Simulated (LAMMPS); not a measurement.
MD of CdTe (zinc blende) at zero pressure, 4096 atoms, as a crystal; each row is its own run.

Computed with classical MD, pair style sw, file CdTe.sw (LAMMPS).

```
T (K)  enthalpy (eV/atom)
-----  ------------------
200               -2.0081
300               -1.9817
610               -1.8984
810               -1.8435
1220              -1.7270
1420              -1.6674
1620              -1.6023
```

Question: Fit a straight line, y = a + b x, to these rows (x is the first column, y the second) and predict the run at x = 1010.

Answer: Least squares gives a = -2.0688 and b = 0.0002837. At x = 1010 the fit predicts -1.7823 eV/atom. The run itself gave -1.7876 ± 0.0001 eV/atom, so the fit is 5.3 meV/atom high.

Caution (rows 1420; 1620): this crystal lies over the melting point of about 1360 K that CdTe.sw gives, so it is superheated.
